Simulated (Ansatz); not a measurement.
TiTc (Pm-3m), PBEsol, DFPT electron-phonon coupling, linearised Boltzmann equation in Ansatz (a program for electronic structure). Phonon-limited resistivity 7.11 μΩ·cm at 300 K, 9.86 μΩ·cm at 400 K, current-weighted mean free path 8.8 nm, Drude plasma energy 7.86 eV.

Problem. Estimate the resistivity of a 40 nm square wire with diffuse walls from ρ ≈ ρ₀(1 + 3ℓ/4d).

Solution. 1 + 0.75 × 8.8/40 = 1.17, so ρ ≈ 8.28 μΩ·cm and a line 1 μm long has 51.8 Ω. The formula is the free-electron limit for d well above ℓ; grain boundaries add to it.

Problem. What Drude relaxation time do resistivity and plasma energy imply?

Solution. ω_p = 1.19e16 s⁻¹, so τ = 1/(ε₀ ω_p² ρ) = 11.1 fs, a damping ħ/τ of 59.1 meV.

Problem. What temperature coefficient of resistance follows, and how does it compare with 1/T?

Solution. (ρ₄₀₀ − ρ₃₀₀)/(100 K × ρ₃₀₀) = 3.87×10⁻³ K⁻¹, against 1/T = 3.33×10⁻³ K⁻¹ for a resistivity proportional to T. It lies higher because phonons are still being populated at 300 K; impurities would add a constant and lower it.

A metal at this level (no band gap). Only scattering by harmonic phonons is included (no impurities, grain boundaries, electron-electron scattering or thermal expansion). Spin-orbit coupling is left out. Halving the electron mesh (28x28x28) moves the resistivity by up to 1 % at 300 K, the mean free path by up to 1 %. Smearing 0.20 eV; phonons on a 5x5x5 q mesh, which this run doesn't test.

Formula and space group known from diffraction (Crystallography Open Database), not checked to be the room-temperature form: TiTc (Pm-3m).
